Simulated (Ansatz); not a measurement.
The reference is C in the graphite type structure (space group P6_3/mmc, No. 194; a = 2.458 Å, c = 6.563 Å; layered, stacked along the Cartesian z axis). Axes: x lies along a and z along c of the hexagonal cell.

The values are results of PBEsol-D3(BJ)/PAW in Ansatz (a first-principles code), spin-orbit coupling left out, not measurements.

Strains are applied to the cell and any free atomic positions relax; under biaxial strain the out-of-plane vector relaxes too.

One change was made to it. Results:

The pressure (mean of the normal stresses, compression positive) goes from zero to -27.5 GPa; the band gap is still zero; the shortest interatomic distance goes up by 0.053 Å, from 1.419 Å to 1.472 Å.

Q: Name the change that was made.
(A) biaxial strain +3.73 %, plane normal [001], relaxed out of plane
(B) uniaxial strain ε_xx = −0.93 %
(C) strain tensor (xx, yy, zz, yz, xz, xy) = (+0.41, −1.38, −0.12, −1.04, −0.14, +0.22) %
(D) uniaxial strain ε_yy = +3.42 %

A: A, biaxial strain +3.73 %, plane normal [001], relaxed out of plane. For comparison, the pressure in the other runs: strain tensor (xx, yy, zz, yz, xz, xy) = (+0.41, −1.38, −0.12, −1.04, −0.14, +0.22) % gives 4.6 GPa; uniaxial strain ε_yy = +3.42 % gives -13.8 GPa; uniaxial strain ε_xx = −0.93 % gives 4.3 GPa.

A case with no gap was solved on a k-mesh chosen for an insulator, which is coarse for it. Whether these cells are dynamically stable was not tested. Gaps under 0.05 eV, about the width of the smearing, are given as zero.
